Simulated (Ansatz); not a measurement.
**CdTe under a change: isotropic strain +2.00 %**

Consider CdTe in the zinc blende structure (space group F-43m, No. 216; a = 6.489 Å).

The change: every lattice vector is stretched by 2.00 %; the atoms relax in the strained cell.

Computed with PBEsol (Ansatz, an electronic-structure program; PAW; 420 eV plane waves; scalar-relativistic without spin-orbit coupling). Settings: 9×9×9 k-points, 0.05 eV Fermi–Dirac smearing.

The volume per atom grows by 2.09 Å³ (34.15 Å³ → 36.24 Å³) and the space group is still F-43m (No. 216). The shortest interatomic distance goes up by 0.056 Å (2.810 Å → 2.866 Å) and the energy grows by 15 meV/atom. The pressure decreases by 2.13 GPa (0.01 GPa → -2.12 GPa) and the band gap decreases by 0.17 eV to 0.48 eV. The gap character stays direct at Γ and the mean gap deformation potential ΔEg/Δln V is -2.9 eV. The width of the top valence band shrinks by 0.24 eV to 1.97 eV and the electron mass goes from 0.055 mₑ (at Γ) to 0.044 mₑ (at Γ). The hole mass (degenerate bands, along [100]) changes from 0.056, 0.51, 0.51 mₑ (at Γ) to 0.044, 0.57, 0.57 mₑ (at Γ) and the valley order (the lowest conduction-band minima on the path, energy above the VBM, named in the base's zone) changes from Γ 0.65 eV; L along ⟨111⟩ 1.74 eV to Γ 0.48 eV; L along ⟨111⟩ 1.68 eV.

Final structure:

```
CELL_PARAMETERS angstrom
      0.00000     3.30924     3.30924
      3.30924     0.00000     3.30924
      3.30924     3.30924     0.00000
ATOMIC_POSITIONS crystal
  Cd 0.00000 0.00000 0.00000
  Te 0.25000 0.25000 0.25000
```

With Te present, leaving out spin-orbit coupling can change the band edges. Effective masses come from finite differences of ±0.01 Å⁻¹. Whether these cells are dynamically stable was not tested.
